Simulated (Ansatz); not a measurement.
# LaPt2 (Fd-3m): resistivity and electron-phonon coupling

Data:

```
LaPt2
1.0
    0.00000     3.87359     3.87359
    3.87359     0.00000     3.87359
    3.87359     3.87359     0.00000
La Pt
2 4
Direct
  0.50000   0.50000   0.50000
  0.75000   0.75000   0.75000
  0.12500   0.12500   0.12500
  0.62500   0.12500   0.12500
  0.12500   0.12500   0.62500
  0.12500   0.62500   0.12500
```

The numbers are results of PBEsol, DFPT electron-phonon coupling, linearised Boltzmann equation (plane waves, PAW, scalar-relativistic; Ansatz, a quantum-chemistry and plane-wave program), not measurements. Cell: relaxed with this functional, without spin-orbit coupling.

* **resistivity at 300 K**: 30 μΩ·cm
* **Hall coefficient at 300 K**: 132 ×10⁻¹¹ m³/C

A metal at this level (no band gap). Only scattering by harmonic phonons is included (no impurities, grain boundaries, electron-electron scattering or thermal expansion). Spin-orbit coupling is left out, which matters with elements this heavy. Halving the electron mesh (20x20x20) moves the resistivity by up to 1 % at 300 K. Smearing 0.20 eV; phonons on a 3x3x3 q mesh, which this run doesn't test and which matters most at low temperature.

Formula and space group known from diffraction (Crystallography Open Database), not checked to be the room-temperature form: LaPt2 (Fd-3m).
